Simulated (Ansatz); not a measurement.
A self-consistent single point of KPH2SO3 (P1, 8 atoms in the cell) with Ansatz (a quantum-chemistry and plane-wave program).

Method of the run: PBEsol, PAW files made with PBE (plane waves; Ansatz).

The change in words: lattice scaled by 0.98. Reference geometry:
```
KPH2SO3
1.0
    3.29197    -3.18732     0.00000
    3.29197     3.18732     0.00000
   -1.89121     0.00000     5.71203
K H P S O
1 2 1 1 3
Direct
  0.83970   0.84401   0.60716
  0.21243   0.82193   0.18368
  0.82848   0.22295   0.19163
  0.35052   0.35195   0.10663
  0.37892   0.38431   0.80179
  0.10028   0.09320   0.10256
  0.27501   0.64422   0.27761
  0.64882   0.27160   0.27092
```

Reference input (self-consistent single point, DFT, PBEsol, plane waves, PAW files made with PBE): basis.ecutwfc = 420 eV; kpoints.mp_grid.grid = 4 4 3; hamiltonian.xc = pbesol; hamiltonian.pseudopotentials = {kind: paw} (the program's default PAW files); scf.occupations.method = fermi_dirac; scf.occupations.width = 0.02 eV. This run's input differs from it in these lines:

Ansatz 0.2 input:
```diff
@@ -3,14 +3,14 @@
   lattice:
-    - [3.29197000, -3.18732000, 0.00000000]
-    - [3.29197000, 3.18732000, 0.00000000]
-    - [-1.89120700, 0.00000000, 5.71202800]
+    - [3.22613100, -3.12357400, 0.00000000]
+    - [3.22613100, 3.12357400, 0.00000000]
+    - [-1.85338300, 0.00000000, 5.59778700]
   atoms:
-    - { symbol: K, position_ang: [4.39446646, 0.01374054, 3.46813777] }
-    - { symbol: H, position_ang: [3.05768165, 1.94265879, 1.04919673] }
-    - { symbol: H, position_ang: [3.09887908, -1.93000513, 1.09459021] }
-    - { symbol: P, position_ang: [2.11085924, 0.00453237, 0.60906783] }
-    - { symbol: S, position_ang: [0.99617891, 0.01717009, 4.57985835] }
-    - { symbol: O, position_ang: [0.44297853, -0.02259172, 0.58581417] }
-    - { symbol: O, position_ang: [2.50107558, 1.17678404, 1.58572752] }
-    - { symbol: O, position_ang: [2.51761697, -1.20229535, 1.54751976] }
+    - { symbol: K, position_ang: [4.30657772, 0.01346573, 3.39877475] }
+    - { symbol: H, position_ang: [2.99652841, 1.90380586, 1.02821271] }
+    - { symbol: H, position_ang: [3.03690189, -1.89140527, 1.07269833] }
+    - { symbol: P, position_ang: [2.06864232, 0.00444172, 0.59688643] }
+    - { symbol: S, position_ang: [0.97625553, 0.01682669, 4.48826083] }
+    - { symbol: O, position_ang: [0.43411902, -0.02213989, 0.57409784] }
+    - { symbol: O, position_ang: [2.45105439, 1.15324851, 1.55401284] }
+    - { symbol: O, position_ang: [2.46726496, -1.17824960, 1.51656925] }
 basis:
```

Output (repeated stretches shortened):

```
SCF iter   1: F=—  HF=-4862.322388 eV  |F-HF|=—  |Δ(HF+E_count)|=         —  Δρ=6.57e-2  dr2=7.90e0  ethr=3.10e-3  ⟨swp⟩=10.3  Hψ=5140  notcnv=0
all-band conjugate gradients solve this SCF's bands
preconditioner: auto → Resta (q_TF=auto, 2.295 Å⁻¹)
SCF iter   2: F=—  HF=-4859.986893 eV  |F-HF|=—  |Δ(HF+E_count)|=    2.34e0  Δρ=3.10e-2  dr2=1.80e0  ethr=3.10e-3  ⟨swp⟩=4.0  Hψ=1806  notcnv=0  defer=81
   [... lines left out ...]
SCF iter   7: F=—  HF=-4859.275377 eV  |F-HF|=—  |Δ(HF+E_count)|=   2.96e-4  Δρ=3.16e-4  dr2=8.78e-5  ethr=1.60e-6  ⟨swp⟩=2.7  Hψ=1225  notcnv=0  defer=88
SCF iter   8: F=—  HF=-4859.275439 eV  |F-HF|=—  |Δ(HF+E_count)|=   6.19e-5  Δρ=6.28e-5  dr2=5.87e-6  ethr=2.20e-7  ⟨swp⟩=2.8  Hψ=1358  notcnv=0  defer=88
SCF iter   9: F=—  HF=-4859.275455 eV  |F-HF|=—  |Δ(HF+E_count)|=   1.61e-5  Δρ=1.67e-5  dr2=4.95e-7  ethr=1.47e-8  ⟨swp⟩=2.3  Hψ=1107  notcnv=0  defer=88
SCF iter  10: F=-4859.275456 eV  HF=-4859.275456 eV  |F-HF|=3.08e-8  |Δ(HF+E_count)|=   9.94e-7  Δρ=4.61e-6  dr2=2.87e-8  ethr=2.50e-10  ⟨swp⟩=18.3  Hψ=5397  notcnv=0
SCF 1 converged in 10 iterations: F = -4859.275456 eV  dr2 = 2.87e-8
Free energy (F): -4859.275456 eV
Internal energy: -4859.275456 eV  (E = F + TS)
E sigma→0 (E₀):  -4859.275456 eV
Fermi energy:    5.123690 eV
--- Forces (eV/Å), atoms counted from 1 ---
  atom   1  K      0.01669372    -0.00083846     0.05185150
  atom   2  H      0.10151399     0.58428376     0.39885264
  atom   3  H      0.33682986    -1.10349569    -0.31884467
  atom   4  P     -4.46792396    -0.47762120     1.73198387
  atom   5  S      1.31027363     0.07031947    -2.68887822
  atom   6  O      2.11758771    -0.00898952    -0.23726104
  atom   7  O      0.55637190     1.86913050     0.16601418
  atom   8  O      0.02868241    -0.93279208     0.89632844
--- Stress (GPa, compression-positive) ---
       -2.484713      -0.896992      -2.208676
       -0.896992       7.845633       0.749703
       -2.208679       0.749703       7.396045
  P = ⅓ Tr σ = 4.2523 GPa (42.523 kbar)
  The stress holds the Pulay correction. Without it, at fixed plane waves, as pw.x and ABINIT print it: P = 4.0103 GPa
```

The run converged in 10 iterations. Against the reference run the free energy rises by 7.0 meV/atom, the pressure goes from -1.42 to 4.25 GPa, the largest force goes from 4.409 to 4.816 eV/Å and the gap on the mesh goes from 4.593 to 4.929 eV.

The starting cell comes from a database of computed structures (which also holds hypothetical and non-ambient phases and stackings), without a prior relaxation at this level. Its atoms were displaced at random from the sites of space group no. 8. For this run, on top of that: lattice scaled by 0.98. With a pressure of about 4 GPa the cell is away from its equilibrium volume at this level. Forces in this geometry exceed 1 eV/Å. Ansatz's pressure includes its estimate of the finite-basis (Pulay) stress.
